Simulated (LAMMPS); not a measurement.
Cu (fcc) at 200 K and zero pressure, started from the crystal, with several potentials, in cells of their own sizes.

Models:
- EAM-type AlCu.adp: classical MD, pair style adp, file AlCu.adp (LAMMPS); Apostol and Mishin, Phys Rev B 83, 054116 (2011)
- EAM-type AlCu.eam.alloy: classical MD, pair style eam/alloy, file AlCu.eam.alloy (LAMMPS); Cai and Ye, Phys Rev B, 54, 8398-8410 (1996)
- EAM-type CuNi.eam.alloy: classical MD, pair style eam/alloy, file CuNi.eam.alloy (LAMMPS); Onat and Durukanoglu, J Phys Cond Matt, 26, 035404 (2014)
- EAM-type CuZr_mm.eam.fs: classical MD, pair style eam/fs, file CuZr_mm.eam.fs (LAMMPS)
- EAM-type Cu_mishin1.eam.alloy: classical MD, pair style eam/alloy, file Cu_mishin1.eam.alloy (LAMMPS); Mishin, Phys Rev B, 63, 224106 (2001)
- EAM-type Cu_zhou.eam.alloy: classical MD, pair style eam/alloy, file Cu_zhou.eam.alloy (LAMMPS); Zhou et al, Acta Mater, 49, 4005 (2001)
- EAM-type smf7: classical MD, pair style eam, the elements' _smf7.eam files (smf7) (LAMMPS); Foiles, Phys Rev B 32, 7685 (1985)
- EAM-type universal-3 set of Foiles, Baskes and Daw: classical MD, pair style eam, the elements' _u3.eam files (universal-3 set of Foiles, Baskes and Daw) (LAMMPS); Foiles et al, Phys Rev B, 33, 7983 (1986)
- MEAM AlSiMgCuFe.meam: classical MD, pair style meam, file AlSiMgCuFe.meam (LAMMPS); Jelinek, Groh, Horstemeyer, Houze, Kim, Wagner, Moitra and Baskes, Phys Rev B, 85, 245102 (2012)
- MEAM library.meam-Cu: classical MD, pair style meam, file library.meam (library.meam-Cu) (LAMMPS); Baskes, Phys Rev B, 46, 2727-2742 (1992)
- SNAP Cu_Zuo_JPCA2020.quadratic.snap: MD with a machine-learned potential, pair style snap, file Cu_Zuo_JPCA2020.quadratic.snap (LAMMPS); Y. Zuo, C. Chen, X, Li, Z. Deng, Y. Chen, J. Behler, G. Csányi, A. V. Shapeev, A. P. Thompson, M. A. Wood, S. P. Ong, "Performance and Cost Assessment of Machine Learning Interatomic Potentials" J. Phys. Chem. A 124, 4, 731-745 (2020)
- SNAP Cu_Zuo_JPCA2020.snap: MD with a machine-learned potential, pair style snap, file Cu_Zuo_JPCA2020.snap (LAMMPS); Y. Zuo, C. Chen, X, Li, Z. Deng, Y. Chen, J. Behler, G. Csányi, A. V. Shapeev, A. P. Thompson, M. A. Wood, S. P. Ong, "Performance and Cost Assessment of Machine Learning Interatomic Potentials" J. Phys. Chem. A 124, 4, 731-745 (2020)
- bond-order AlCu.bop.table: classical MD, pair style bop, file AlCu.bop.table (LAMMPS); Zhou, Ward, and Foster, Phys. Chem. Chem. Phys., under consideration

```tsv
potential	state	volume	first peak of g(r)	coordination number	mean phonon frequency	rough cost (ms per atom and simulated ps)
bond-order AlCu.bop.table	crystal; no diffusion seen in 15 ps	11.8530 ± 0.0002 Å³/atom	2.55 Å, height 9.8	12.0 (counted to 3.06 Å)	5.4 THz	30 to 100
EAM-type AlCu.adp	crystal; no diffusion seen in 30 ps	11.9197 ± 0.0001 Å³/atom	2.56 Å, height 9.4	12.0 (counted to 3.10 Å)	5.0 THz	3 to 10
EAM-type AlCu.eam.alloy	crystal; no diffusion seen in 30 ps	11.9403 ± 0.0001 Å³/atom	2.56 Å, height 9.0	12.0 (counted to 3.10 Å)	4.9 THz	1 to 3
EAM-type CuNi.eam.alloy	crystal; no diffusion seen in 30 ps	11.9215 ± 0.0001 Å³/atom	2.56 Å, height 9.1	12.0 (counted to 3.10 Å)	4.9 THz	1 to 3
EAM-type CuZr_mm.eam.fs	crystal; no diffusion seen in 30 ps	12.1225 ± 0.0001 Å³/atom	2.58 Å, height 9.4	12.0 (counted to 3.10 Å)	4.9 THz	1 to 3
EAM-type Cu_mishin1.eam.alloy	crystal; no diffusion seen in 30 ps	11.9191 ± 0.0002 Å³/atom	2.56 Å, height 9.3	12.0 (counted to 3.10 Å)	5.0 THz	0.3 to 1
EAM-type Cu_zhou.eam.alloy	crystal; no diffusion seen in 30 ps	11.8701 ± 0.0001 Å³/atom	2.55 Å, height 8.8	12.0 (counted to 3.10 Å)	4.7 THz	3 to 10
EAM-type smf7	crystal; no diffusion seen in 30 ps	11.9337 ± 0.0001 Å³/atom	2.56 Å, height 9.0	12.0 (counted to 3.10 Å)	4.9 THz	1 to 3
EAM-type universal-3 set of Foiles, Baskes and Daw	crystal; no diffusion seen in 30 ps	11.9260 ± 0.0001 Å³/atom	2.56 Å, height 9.1	12.0 (counted to 3.10 Å)	4.9 THz	1 to 3
MEAM AlSiMgCuFe.meam	crystal; no diffusion seen in 30 ps	11.9714 ± 0.0001 Å³/atom	2.56 Å, height 9.1	12.0 (counted to 3.10 Å)	4.9 THz	10 to 30
MEAM library.meam-Cu	crystal; no diffusion seen in 30 ps	11.9378 ± 0.0001 Å³/atom	2.56 Å, height 9.0	12.0 (counted to 3.06 Å)	5.0 THz	3 to 10
SNAP Cu_Zuo_JPCA2020.quadratic.snap	crystal; no diffusion seen in 15 ps	12.1608 ± 0.0003 Å³/atom	2.57 Å, height 9.3	12.0 (counted to 3.10 Å)	4.8 THz	30 to 100
SNAP Cu_Zuo_JPCA2020.snap	crystal; no diffusion seen in 15 ps	12.0846 ± 0.0005 Å³/atom	2.57 Å, height 9.0	12.0 (counted to 3.14 Å)	4.9 THz	100 to 300
```

Costs are rough: whole-run CPU time with set-up and analysis, from shared machines, in bands a factor of about three wide.

Caution: the potential MEAM library.meam-Cu is a first-neighbour MEAM set with a 4 Å cutoff, used here without a parameter file and away from the static properties it was fitted to.

States go by the mean squared displacement: a species diffuses where it passes 1.5 Å², still rises and gives D over 1e-6 cm²/s; a crystal has left its structure where atoms lie 0.35 Å off their sites on average or a cubic box changes its shape by 3 %, or the axial ratios of another lie 8 % off the starting cell's, which the potential's own relaxation can also do.

Errors shown are sampling errors alone.
